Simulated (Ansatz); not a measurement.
CaS under a change: pressure 3 GPa

Take CaS in the rock salt structure (space group Fm-3m, No. 225; a = 5.633 Å) as the base.

Perturbation: cell and atoms relaxed at a pressure of 3 GPa.

Method: plane-wave PAW DFT at the PBEsol level (Ansatz, a program for electronic structure, 420 eV), no spin-orbit coupling. k-mesh 10×10×10 (Γ-centred); smearing 0.05 eV (Fermi–Dirac).

```tsv
quantity	base	changed	shift
volume per atom	22.34 Å³	21.37 Å³	-0.97 Å³
density	2.68 g/cm³	2.80 g/cm³	+0.12 g/cm³
lattice parameter a	5.633 Å	5.550 Å	-0.083 Å
shortest interatomic distance	2.817 Å	2.775 Å	-0.0414 Å
enthalpy H = E + PV relative to the base's energy	–	+0.41 eV/atom	–
band gap	2.16 eV	2.04 eV	-0.12 eV
gap character	indirect, Γ → X	indirect, Γ → X	–
smallest direct gap	3.00 eV	2.91 eV	-0.09 eV
mean gap deformation potential ΔEg/Δln V	–	+2.7 eV	–
width of the top valence band	1.64 eV	1.74 eV	+0.10 eV
electron mass	1.4 mₑ along k, 0.29 mₑ across (at X)	1.3 mₑ along k, 0.28 mₑ across (at X)	–
hole mass (degenerate bands, along [100])	0.22, 1.1, 1.1 mₑ (at Γ)	0.21, 1.1, 1.1 mₑ (at Γ)	–
```

Cost of the whole job for the changed cell (relaxation, final SCF and bands): roughly 6 core-seconds.

Load acts through the strain it causes; cell and atoms are relaxed under it. Effective masses come from finite differences of ±0.01 Å⁻¹. Along k means along the line from Γ to the band edge. No phonon test of stability was made.
